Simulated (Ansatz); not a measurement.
**MgSe: pressure 5 GPa**

Consider MgSe in the rock salt structure (space group Fm-3m, No. 225; a = 5.508 Å).

One thing is altered: a hydrostatic pressure of 5 GPa.

Computed with PBE, PAW, 420 eV (Ansatz, a quantum-chemistry and plane-wave program; no spin-orbit coupling). Settings: 10×10×10 k-points, 0.05 eV Fermi–Dirac smearing.

The lattice parameter a falls by 0.129 Å (5.508 Å → 5.379 Å) and the shortest interatomic distance decreases by 0.0647 Å, from 2.754 Å to 2.690 Å. The enthalpy H = E + PV relative to the base's energy comes out as +0.63 eV/atom and the band gap rises by 0.12 eV (1.77 eV → 1.89 eV). The gap character stays indirect, Γ → X and the smallest direct gap grows by 0.48 eV to 2.88 eV. The mean gap deformation potential ΔEg/Δln V comes out as -1.7 eV and the electron mass becomes 0.49 mₑ along k, 0.24 mₑ across (at X) (base: 0.48 mₑ along k, 0.24 mₑ across (at X)). The hole mass (degenerate bands, along [100]) goes from 0.16, 0.82, 0.82 mₑ (at Γ) to 0.17, 0.75, 0.75 mₑ (at Γ) and the valley order (the lowest conduction-band minima on the path, energy above the VBM, named in the base's zone) goes from X along ⟨100⟩ 1.77 eV; Γ 2.40 eV to X along ⟨100⟩ 1.89 eV; Γ 2.88 eV.

Load acts through the strain it causes; cell and atoms are relaxed under it. Masses are band curvatures over ±0.01 Å⁻¹ around the edge. Along k means along the line from Γ to the band edge. Stability against distortions was not tested. No other phases were tried under pressure.
